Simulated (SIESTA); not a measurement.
SIESTA run on CuAu (P1, 2 atoms in the cell): relaxation of cell and atoms.

Computed with SIESTA with GGA PBE, numerical atomic orbitals DZP, PseudoDojo PBE standard norm-conserving potentials (rewritten from UPF to PSML).

```yaml
crystal:
  lattice:
    - [2.85070, 0.00000, 0.00000]
    - [0.00000, 2.85070, 0.00000]
    - [0.00000, 0.00000, 3.58161]
  atoms:
    - { symbol: Cu, position: [0.49451, 0.49531, 0.50347] }
    - { symbol: Au, position: [0.00549, 0.00469, 0.99653] }
```

Reference input (self-consistent single point, DFT, GGA PBE, numerical atomic orbitals DZP, PseudoDojo PBE standard norm-conserving potentials (rewritten from UPF to PSML)): XC.functional = GGA; XC.authors = PBE; potentials = PseudoDojo PBE standard; PAO.BasisSize = DZP; PAO.EnergyShift = 0.01 Ry; MeshCutoff = 400 Ry; kgrid.MonkhorstPack = 9 9 7; OccupationFunction = FD; ElectronicTemperature = 1160.45 K; MaxSCFIterations = 150; SCF.Mixer.Method = Pulay; SCF.Mixer.Weight = 0.25. This run's input differs from it in these lines:

```diff
@@ -41,2 +41,7 @@
 Diag.ParallelOverK           true
+MD.TypeOfRun                 FIRE
+MD.Steps                     40
+MD.MaxForceTol               0.02 eV/Ang
+MD.VariableCell              true
+MD.MaxStressTol              0.05 GPa
 WriteForces                  true
```

Output (repeated stretches shortened):

```
        iscf     Eharris(eV)        E_KS(eV)     FreeEng(eV)     dDmax    Ef(eV) dHmax(eV)
   scf:    1    -9106.235918    -9162.446727    -9162.507074  3.788116  3.034868 37.641754
   scf:    2    -9172.051229    -9184.221145    -9184.236250  2.778011 -0.096719 13.706319
   scf:    3    -9192.383189    -9189.557822    -9189.570617  0.753453 -0.475234  4.278633
   scf:    4    -9189.849008    -9189.911494    -9189.927507  0.290596 -0.753351  1.813547
   scf:    5    -9189.545734    -9189.852177    -9189.865449  0.232608 -1.035148  2.572697
   [... 4 lines left out ...]
   scf:   10    -9189.966301    -9189.966297    -9189.980972  0.000659 -0.917701  0.004976
   scf:   11    -9189.966300    -9189.966298    -9189.980972  0.000118 -0.917945  0.002694
   scf:   12    -9189.966302    -9189.966301    -9189.980973  0.000147 -0.918082  0.000003
   scf:   13    -9189.966300    -9189.966300    -9189.980973  0.000007 -0.918078  0.000117
SCF Convergence by DM+H criterion
max |DM_out - DM_in|         :     0.0000067563
max |H_out - H_in|      (eV) :     0.0001173487
SCF cycle converged after 13 iterations

Using DM_out to compute the final energy and forces

siesta: E_KS(eV) =            -9189.9663

siesta: E_KS - E_eggbox =     -9189.9663

siesta: Atomic forces (eV/Ang):
     1    0.132961    0.112300   -0.199047
   [... lines left out ...]
siesta: Pressure (static):         27.23231738  kBar
siesta: Pressure (total):         27.23231738  kBar
No target stress found, assuming hydrostatic MD.TargetPressure.
Target stress (kBar)
outcell: Cell volume (Ang**3)        :     29.5728
        iscf     Eharris(eV)        E_KS(eV)     FreeEng(eV)     dDmax    Ef(eV) dHmax(eV)
siesta: Pressure (static):         -0.37353360  kBar
siesta: Pressure (total):         -0.37353360  kBar
   [... lines left out ...]
outcell: Cell angles (23,13,12) (deg):     90.0080     90.0094     89.9917
outcell: Cell volume (Ang**3)        :     29.5728

siesta: Program's energy decomposition (eV):
siesta: FreeEng =     -9189.991555

siesta: Stress tensor (static) (eV/Ang**3):
siesta:    -0.000250    0.000057   -0.000090
siesta:     0.000057   -0.000203   -0.000073
siesta:    -0.000090   -0.000073    0.001153

siesta: Constrained stress tensor (static) (eV/Ang**3):
siesta:    -0.000250    0.000057   -0.000090
siesta:     0.000057   -0.000203   -0.000073
siesta:    -0.000090   -0.000073    0.001153

siesta: Cell volume =         29.572823 Ang**3

siesta: Pressure (static):
siesta:                Solid            Molecule  Units
siesta:          -0.00000254         -0.00000202  Ry/Bohr**3
siesta:          -0.00023314         -0.00018502  eV/Ang**3
siesta:          -0.37353360         -0.29642808  kBar
```

The relaxation ended unconverged. 

The starting cell comes from a database of computed structures (which also holds hypothetical and non-ambient phases and stackings), without a prior relaxation at this level. Its atoms were displaced at random from the sites of space group no. 123. Values carry the incompleteness of an atom-centred basis.

Cost on one core of a shared machine: roughly 3 min.
